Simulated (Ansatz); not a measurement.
The parent structure is KF in the rock salt structure (space group Fm-3m, No. 225; a = 5.421 Å).

The values are results of PBE, PAW, 420 eV (Ansatz, a program for electronic structure; no spin-orbit coupling), not measurements.

Strains are applied to the cell and any free atomic positions relax.

One change was made to it. Results:

| quantity | base | after |
|---|---|---|
| electron mass | 0.55 mₑ (at Γ) | 0.56 mₑ (at Γ) |
| pressure | 0.0 kbar | -11.6 kbar |
| width of the top valence band | 0.31 eV | 0.28 eV |
| energy relative to the base (free energy F) | 0 meV/atom | +3.4 meV/atom |

### Question
Which change produced these results?
A) isotropic strain +2.00 %
B) isotropic strain +3.00 %
C) isotropic strain −1.00 %
D) isotropic strain +1.50 %
E) isotropic strain −1.50 %

### Answer
D, isotropic strain +1.50 %. For comparison, the pressure in the other runs: isotropic strain +2.00 % gives -14.9 kbar; isotropic strain −1.00 % gives 9.4 kbar; isotropic strain −1.50 % gives 14.7 kbar; isotropic strain +3.00 % gives -20.8 kbar.

The levels and masses belong to the bands next to the band gap. Masses are band curvatures over ±0.01 Å⁻¹ around the edge. Stability against distortions was not tested.
